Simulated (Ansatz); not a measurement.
Take a 20-atom supercell of WC (space group P-6m2, No. 187; a = 2.922 Å, c = 2.847 Å) at its relaxed geometry as the base.

Calculations: PBE (Ansatz, a program for electronic structure), no SOC, earlier PAW set.

One neutral defect a cell, atoms relaxed at fixed cell.

One change was made to it. Results:

```tsv
quantity	base	after
pressure	0.0 GPa	32.3 GPa
largest displacement of a host atom from its site in the perfect cell	–	0.30 Å
```

Task: Which change produced these results?
(A) H interstitial (started 1.83 Å from the nearest host atom)
(B) Pb on a C site, symmetric start
(C) W on a C site (antisite)

Result: C, W on a C site (antisite). For comparison, the pressure in the other runs: H interstitial (started 1.83 Å from the nearest host atom) gives 4.0 GPa; Pb on a C site, symmetric start gives 40.7 GPa.

In so small a cell the defect repeats every few ångströms: this is an ordered compound, not a dilute defect. Defects with a symmetric start kept the site's symmetry and may sit on a saddle; the others started slightly shaken. The final runs are not spin-polarised.
